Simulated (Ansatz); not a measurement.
Start from Mo in the bcc (W type) structure (space group Im-3m, No. 229; a = 3.130 Å; relaxed with 0.1 eV smearing). Axes: x, y, z lie along the cube axes.

All numbers come from PBEsol, PAW, 420 eV (Ansatz, a program for electronic structure; no spin-orbit coupling).

Base values:

- Band gap = zero

Now apply this change: tensor shear ε_xy = +2.00 % (engineering shear γ = 0.0400); the atoms relax in the strained cell.

Q: Estimate the effect on the stress, energy relative to the base and band gap.

A: The stress (xx, yy, zz, yz, xz, xy; compression positive) amounts to (0.3, 0.3, 0.4, 0.0, 0.0, -4.2) GPa; the energy rises by 8.1 meV/atom; the band gap remains zero.

Stability against distortions was not tested. All final runs are without spin polarisation.
